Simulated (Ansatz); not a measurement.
What uniaxial strain ε_yy = −1.64 % does to BN

Base system: BN in the zinc blende structure (space group F-43m, No. 216; a = 3.610 Å). Axes: x, y, z lie along the cube axes.

One thing is altered: uniaxial strain ε_yy = −1.64 %, all other strain components held at zero; the atoms relax in the strained cell.

Calculations: r2SCAN (Ansatz, a program for electronic structure), no spin-orbit coupling. Γ-centred 16×16×16 mesh, Fermi–Dirac width 0.05 eV.

| quantity | base | changed | shift |
|---|---|---|---|
| volume per atom | 5.88 Å³ | 5.78 Å³ | -0.10 Å³ |
| space group | F-43m (No. 216) | I-4m2 (No. 119) | – |
| shortest interatomic distance | 1.563 Å | 1.555 Å | -0.008 Å |
| energy relative to the base (free energy F) | 0 meV/atom | +4.1 meV/atom | +4.1 meV/atom |
| pressure (mean of the normal stresses, compression positive) | 0.00 GPa | 6.68 GPa | +6.68 GPa |
| band gap | 5.00 eV | 4.72 eV | -0.286 eV |
| gap character | – | indirect, Γ → M | – |
| smallest direct gap | 9.59 eV | 9.48 eV | -0.103 eV |
| electron mass | 0.87 mₑ along k, 0.29 mₑ across (at X) | 0.84 mₑ along k, 0.29 mₑ across (at X) | – |
| hole mass | – | 0.50 mₑ (at Γ) | – |
| valence-band top at Γ (three highest levels, from the VBM) | 0.00, 0.00, 0.00 eV | 0.00, -0.16, -0.16 eV | – |
| valley order (the lowest conduction-band minima on the path, energy above the VBM, named in the base's zone) | X along ⟨100⟩ 5.00 eV | X along [010] 4.72 eV; X along [001] 5.02 eV | – |
| stress (xx, yy, zz, yz, xz, xy; compression positive) | – | (3.13, 13.76, 3.13, 0.00, 0.00, 0.00) GPa | – |

Effective masses come from finite differences of ±0.01 Å⁻¹. Along k means along the line from Γ to the band edge. Stability against distortions was not tested. Labels are those of the standard path for the cell's own space group.
